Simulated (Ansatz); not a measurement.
Structures of equal composition on the (110) surface of bcc Nb: a layer of Ga in place of the second plane; a layer of Ga in place of the third plane. The slabs share one bottom face, and each structure is named by its start. These are constructed structures in small cells; real faces may alloy, dewet or reconstruct in larger ones, and not all known structures of the face are among them. Slabs of about 11 Å with all that they carry, Fermi-Dirac smearing of 0.1 eV. Bottom of the slabs: a bare face, its two planes held. Relaxed from the named starts with such symmetry as they have, on meshes of like density; energies extrapolated to zero smearing; no spin-orbit coupling, no U. Spin-polarised runs, if any, are marked in brackets, and their order is one that fits the cell; the others ran without spin.

Level of theory: PBE (plane waves to 420 eV, PAW; Ansatz, a first-principles code).

### Question
Put the candidates in order of energy per 1x1 cell, lowest first, for PBE.

### Answer
a layer of Ga in place of the third plane (0.000 eV), a layer of Ga in place of the second plane (0.267 eV)
